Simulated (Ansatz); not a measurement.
The starting structures come from a database of crystals and need not be the phases stable at ambient conditions.

Crystal: KMgF$_{3}$ (Pm-3m, cubic perovskite, not sure to be the ambient phase, 5 atoms a cell, 12.6 Å³ an atom); both levels run on this one cell.

Complex bands along the normal of (001) by Ansatz (plane waves, PAW, no spin-orbit coupling). r2SCAN gives a gap of 8.31 eV and a slowest mid-gap decay of 0.580 1/Å.

Task: What does PBE give on the same cell, and what does that do to the current through 2 nm?

Result: Gap 7.38 eV, κ = 0.546 1/Å. The mid-gap transmission through 2 nm changes by exp(2 × 20 × (0.580 − 0.546)) = a factor of 3.9 against r2SCAN.

Ansatz is an electronic-structure program.
